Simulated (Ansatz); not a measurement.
An Ansatz (a program for electronic structure) input (Kohn–Sham DFT with the PBEsol functional, run in Ansatz with PAW and 420 eV plane waves, spin-orbit coupling left out, earlier PAW set):

Ansatz 0.2 input:
```yaml
crystal:
  lattice:
    - [0, 2.4656010676, 2.4656010676]
    - [2.4656010676, 0, 2.4656010676]
    - [2.4656010676, 2.4656010676, 0]
  atoms:
    - { symbol: Pb, position: [0, 0, 0] }
basis: { ecutwfc: 420, ecutrho_ratio: 4, xc_grid: 2, fft_grid_basis: typed }
kpoints: { mp_grid: { grid: [16, 16, 16] } }
hamiltonian:
  xc: pbesol
  dispersion: none
  pseudopotentials: { azcp: { folder: ./paw }, kind: paw }
scf: { occupations: { method: fermi_dirac, width: 0.05 }, convergence: { dr2_threshold: 0.0000000001 } }
output: { forces: true, stress: true }
checkpoint: { write: state.ck, write_every: 1000 }
```

Task: Which symmetry and how many k-points will the program report, and about how many plane waves at Γ?

Result: Space group Fm-3m (ITA 225) with 48 operations, k-points 145 of 4096, and 561 plane waves at Γ.

Whether these cells are dynamically stable was not tested. The cell was made from Pd by this change: Pd → Pb.
